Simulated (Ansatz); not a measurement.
**ScAl (Cmcm, No. 63, 4 atoms in the cell; start mp-999206)**

All values below come from PBEsol (Ansatz, an electronic-structure program, plane waves, PAW).

Run with plane-wave cutoff 520 eV, 14×14×14 k mesh, Fermi–Dirac smearing 0.05 eV, scalar-relativistic PAW data made under PBE.

Cell (relaxed at this level):

```cif
data_Al2Sc2
_chemical_formula_sum 'Sc2 Al2'
_space_group_name_H-M_alt 'P 1'
_space_group_IT_number 1
_cell_length_a 5.74852
_cell_length_b 5.74852
_cell_length_c 4.33624
_cell_angle_alpha 90.000
_cell_angle_beta 90.000
_cell_angle_gamma 146.730
loop_
_space_group_symop_operation_xyz
  'x, y, z'
loop_
_atom_site_label
_atom_site_type_symbol
_atom_site_fract_x
_atom_site_fract_y
_atom_site_fract_z
_atom_site_occupancy
Sc1 Sc 0.83731 0.16269 0.75000 1
Sc2 Sc 0.16269 0.83731 0.25000 1
Al1 Al 0.56961 0.43039 0.75000 1
Al2 Al 0.43039 0.56961 0.25000 1
```

- band gap: zero (no gap)
- bulk modulus B0: 76.5 GPa

Note: the relaxation could not lower the start's symmetry, so the cell can be a saddle point above a distorted one; the bulk modulus is −V dP/dV from two relaxed cells at ±2 % in volume.

Computed values are for the static lattice.

It cost very roughly 15 core-minutes of CPU time.

A start named mp-… is a Materials Project structure, which need not be a measured phase.
